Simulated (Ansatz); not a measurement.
The reference is CdTe in the zinc blende structure (space group F-43m, No. 216).

Space group F-43m (No. 216); a = b = c = 6.4887 Å, α = β = γ = 90.00°

| atom | site | symmetry | x | y | z |
|---|---|---|---|---|---|
| Cd | 4a | -43m | 0.0000 | 0.0000 | 0.0000 |
| Te | 4d | -43m | 0.7500 | 0.7500 | 0.7500 |
(The calculation used a cell of 2 atoms; values per cell refer to that cell.)

Computed with Kohn–Sham DFT with the PBEsol functional, run in Ansatz (an electronic-structure program) with PAW and 420 eV plane waves, scalar-relativistic without spin-orbit coupling.

Before the change:

* **Band gap**: 0.65 eV
* **Shortest interatomic distance**: 2.810 Å

Perturbation: a hydrostatic pressure of 0.9 GPa.

Problem. What does the calculation give for the band gap after the change?

Solution. The band gap rises by 0.06 eV (0.65 eV → 0.71 eV).

Problem. Predict the new shortest interatomic distance.

Solution. The shortest interatomic distance decreases by 0.019 Å (2.810 Å → 2.791 Å).

Spin-orbit coupling, missing from the scalar runs, can matter with Te. Load acts through the strain it causes; cell and atoms are relaxed under it. No phonon test of stability was made.
